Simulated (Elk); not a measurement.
Band structure of NdBi2ClO4 (P4/mmm, 8 atoms in the cell).

```xyz
8
Lattice="3.9603 0.0000 0.0000 0.0000 3.9603 0.0000 0.0000 0.0000 9.1685" Properties=species:S:1:pos:R:3 pbc="T T T"
Nd     0.0000     0.0000     0.0000
Bi     1.9801     1.9801     6.5958
Bi     1.9801     1.9801     2.5727
Cl     0.0000     0.0000     4.5843
O      0.0000     1.9801     7.6951
O      0.0000     1.9801     1.4734
O      1.9801     0.0000     7.6951
O      1.9801     0.0000     1.4734
```
Moments meant for the start (each program seeds them in its own way; μB, in the order of the atoms Nd Bi Bi Cl O O O O): 3.0 0.0 0.0 0.0 0.0 0.0 0.0 0.0.

Method of the run: Elk with PBEsol, all-electron FP-LAPW, Elk's shipped species files, default APW+lo basis.

Settings: xctype = 22; spinpol = true; rgkmax = 7; stype = 3; swidth = 0.00183747 Ha; ngridk = 3 3 2; reducebf = 0.7; rmtscf = 0.87; nempty = 12 per atom.

The starting cell comes from a database of computed structures (which also holds hypothetical and non-ambient phases and stackings), without a prior relaxation at this level. Spin-orbit coupling is off. With one magnetic atom in the cell only a parallel order is possible. With U or open f shells several self-consistent states can exist. The f electrons are in the valence without U or exact exchange, which can misplace them near the Fermi level. Spin-orbit terms, which matter for f shells, are left out. Values depend on the basis (sphere radii, cutoffs, local orbitals), which need not be converged.

Levels in eV from the Fermi level, bands 36 to 43 of the first spin channel:
| point | 36 | 37 | 38 | 39 | 40 | 41 | 42 | 43 |
|---|---|---|---|---|---|---|---|---|
| Γ | -2.10 | -0.31 | -0.19 | -0.10 | -0.04 | 0.26 | 0.35 | 0.40 |
| X | -1.90 | -0.20 | -0.12 | -0.01 | 0.08 | 0.20 | 0.33 | 0.55 |
| M | -2.06 | -0.23 | -0.17 | -0.06 | 0.07 | 0.13 | 0.23 | 0.87 |
| Z | -2.27 | -0.19 | -0.10 | -0.05 | 0.00 | 0.26 | 0.35 | 0.41 |
| R | -1.59 | -0.20 | -0.12 | -0.01 | 0.09 | 0.20 | 0.33 | 0.45 |
| A | -2.06 | -0.25 | -0.19 | -0.11 | 0.05 | 0.12 | 0.22 | 0.87 |

Bands cross the Fermi level along this path, so the cell is metallic at this level.

The net moment of the cell came out as 2.85 μB.
